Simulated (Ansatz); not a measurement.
Base system: Ir in the fcc (Cu type) structure (space group Fm-3m, No. 225; a = 3.8112 Å).

All numbers come from Ansatz (a program for electronic structure), LDA, PAW, cutoff 420 eV, without spin-orbit coupling.

One change was made to it. Results:

The shortest interatomic distance decreases by 0.005 Å, from 2.695 Å to 2.690 Å; the density goes up by 0.12 g/cm³ (23.06 g/cm³ → 23.18 g/cm³).

Problem. Which change produced these results?
A. pressure 2.1 GPa
B. pressure 15 GPa
C. pressure 0.9 GPa

Solution. A, pressure 2.1 GPa. For comparison, the density in the other runs: pressure 0.9 GPa gives 23.11 g/cm³; pressure 15 GPa gives 23.86 g/cm³.

Load acts through the strain it causes; cell and atoms are relaxed under it. Whether these cells are dynamically stable was not tested. No other phases were tried under pressure. All final runs are without spin polarisation.
